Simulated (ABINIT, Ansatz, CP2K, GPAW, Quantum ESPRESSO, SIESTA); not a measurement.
Hg3Ge (P6_3/mmc, 8 atoms in the cell) computed with different codes at matched settings

Self-consistent single point, at a second geometry (lattice scaled by 0.98). First geometry:

```xyz
8
Lattice="6.4705 0.0000 0.0000 -3.2352 5.6036 0.0000 0.0000 0.0000 5.2472" Properties=species:S:1:pos:R:3 pbc="T T T"
Ge     3.2352     1.8679     1.3118
Ge     0.0000     3.7357     3.9354
Hg     1.6368     0.9450     3.9354
Hg     1.5985     4.6586     1.3118
Hg     0.0000     1.8900     1.3118
Hg     3.2352     3.7136     3.9354
Hg     4.8337     0.9450     3.9354
Hg    -1.5985     4.6586     1.3118
```

Shared settings, as Ansatz (a first-principles code) writes them: kpoints.mp_grid.grid = 3 3 4; scf.occupations.method = gaussian; scf.occupations.width = 0.1 eV. Potentials and cutoffs stand in the table.

| code | model | ΔF from the first geometry (meV/atom) | pressure (GPa) | largest force (eV/Å) | cutoff |
|---|---|---|---|---|---|
| SIESTA | LDA PW92, numerical atomic orbitals DZP, PseudoDojo LDA standard norm-conserving potentials (rewritten from UPF to PSML) | -116.6 | -12.07 | 0.097 | grid 400 Ry |
| GPAW | LDA (Perdew-Wang 92), GPAW PAW datasets LDA (gpaw-data 1.0.1) | -43.1 | -3.71 | 0.042 | 550 eV |
| ABINIT | LDA (PW92), PAW (JTH v2.0 LDA PAW) | -43.8 | -4.04 | 0.021 | 21 Ha |
| Ansatz | LDA (PW92), PAW files made with PBE | -44.7 | -3.90 | 0.022 | default |
| Quantum ESPRESSO | LDA (PZ), GBRV 1.5 ultrasoft (LDA) pseudopotentials | -43.9 | -3.83 | 0.023 | 50 Ry |
| CP2K | LDA (Pade form), GPW, DZVP-MOLOPT-SR-GTH basis, GTH-PADE potentials (GTH_POTENTIALS) | -39.7 | -3.20 | 0.013 | grid 500 Ry |

On Ansatz's run: spin-orbit coupling is off.

The spread over the programs that give each value: ΔF from the first geometry within 76.9 meV/atom; pressure within 8.87 GPa; largest force within 0.084 eV/Å.

SIESTA and CP2K use small atom-centred bases, whose incompleteness enters pressures, forces and empty levels differently from a plane-wave cutoff. Ansatz's pressure is given at a fixed set of plane waves, as the other plane-wave codes print theirs; with its correction for the finite basis it is -3.86 GPa. The same LDA comes in different parametrisations, which differ slightly. In the pressure, SIESTA (by 8.20) lies more than 1 GPa from the median of the plane-wave programs. In the force vectors, SIESTA (by 0.120) lies more than 0.08 eV/Å from the median of the plane-wave programs.

The starting cell comes from a database of computed structures (which also holds hypothetical and non-ambient phases and stackings), without a prior relaxation at this level. For this run, on top of that: lattice scaled by 0.98.

Left out of this page: Elk and FLEUR (not drawn, or without a comparable value).

Keys are those of Ansatz 0.2.
